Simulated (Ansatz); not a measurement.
L1₂ (Cu3Au-type) Ni₃Al, treated with HSE06-D3(BJ) (Ansatz, a quantum-chemistry and plane-wave program, PAW).

Run with plane-wave cutoff 460 eV, 8×8×8 k mesh, Fermi–Dirac smearing 0.05 eV, spin-polarised with parallel moments, scalar-relativistic PAW data made under PBE.

Properties against volume:

```
V (Å³/atom)  P (GPa)  moment (μB per cell of 4 atoms)
-----------  -------  -------------------------------
10.080         11.89                             1.14
10.346          5.53                             1.16
10.611          0.02                             1.19
10.950         -5.95                             1.22
11.141         -8.83                             1.24
```
